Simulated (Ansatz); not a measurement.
For Sc4N3O (model structure, Pm-3m, No. 221, 8 atoms in the cell), PBE in Ansatz (PAW) gives:

* **lattice parameter a**: 4.494 Å
* **bulk modulus B0**: 196 GPa
* **cohesive energy**: 6.66 eV/atom

What does r²SCAN (plane waves, PAW; Ansatz, a first-principles code) give for the same quantities?


- lattice constant a: 4.478 Å (falls by 0.4 %)
- bulk modulus: 210 GPa (goes up by 7.1 %)
- cohesive energy: 6.66 eV/atom (hardly moves)

Changes are worked out from the printed values.

Unless a cell is named, each level is at its own relaxed cell (PBE 11.34, r²SCAN 11.22 Å³/atom).

Caveats: the bulk modulus is −V dP/dV from two relaxed cells at ±2 % in volume (PBE, r²SCAN). Ansatz's density-functional and Hartree–Fock values are scalar-relativistic unless marked +SOC, with PAW data made under PBE.

A model structure was made by putting elements into a prototype or built by hand; it is no filed structure, need not be a known phase, and can be a saddle point held by its symmetry.
